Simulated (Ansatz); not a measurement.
Base system: C in the diamond structure (space group Fd-3m, No. 227; a = 3.560 Å). Axes: x, y, z lie along the cube axes.

All numbers come from r2SCAN, PAW, 500 eV (Ansatz, a first-principles code; no spin-orbit coupling).

One thing is altered: tensor shear ε_yz = +3.39 % (engineering shear γ = 0.0678); the atoms relax in the strained cell.

Predict the stress tensor and what it implies for the stiffness.

Stress of the strained cell less that of the base (GPa, compression positive):
```
   0.29    0.00    0.00
   0.00    3.34  -39.96
   0.00  -39.96    3.34
```

Then −Δσ/γ with γ = 2ε = 0.0678 gives secant stiffness values (nonlinear terms included at this strain): C44 ≈ 589 GPa.

As a check, the harmonic strain energy −½ V₀ Δσ:ε is 48 meV/atom; the computed energy rise is 48 meV/atom.

No phonon test of stability was made.
